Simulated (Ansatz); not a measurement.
Take WS2 in the 2H-MoS2 type structure (space group P6_3/mmc, No. 194; layered, stacked along the Cartesian z axis) as the base.

```xyz
6
Lattice="3.1703 0.0000 0.0000 -1.5851 2.7456 0.0000 0.0000 0.0000 12.4930" Properties=species:S:1:pos:R:3 pbc="T T T"
W      0.0000     1.8304     3.1233
W      1.5851     0.9152     9.3698
S      0.0000     1.8304     7.8068
S      1.5851     0.9152     1.5603
S      1.5851     0.9152     4.6862
S      0.0000     1.8304    10.9327
```

Cartesian axes are those of the cell as printed.

Level of theory: r2SCAN+rVV10, PAW, 500 eV (Ansatz, a program for electronic structure; without spin-orbit coupling), earlier PAW set.

For the base:

The pressure is 0.00 GPa and the valence-band top at Γ is 0.00, -1.17, -1.71 eV. The smallest direct gap is 1.90 eV.

Perturbation: the cell is compressed by 1.36 % along x with no lateral relaxation, atoms relaxed at fixed cell.

Problem. Predict the new pressure.

Solution. The pressure (mean of the normal stresses, compression positive) goes from zero to 1.54 GPa.

Problem. How does this affect the valence-band top at Γ?

Solution. The valence-band top at Γ (three highest levels, from the VBM) goes from 0.00, -1.17, -1.71 eV to 0.00, -1.22, -1.72 eV.

Problem. What does the calculation give for the smallest direct gap after the change?

Solution. The smallest direct gap rises by 0.095 eV, from 1.90 eV to 1.99 eV.

Spin-orbit coupling, missing from the scalar runs, can matter with W. The cells carry an imposed strain or load. No phonon test of stability was made.
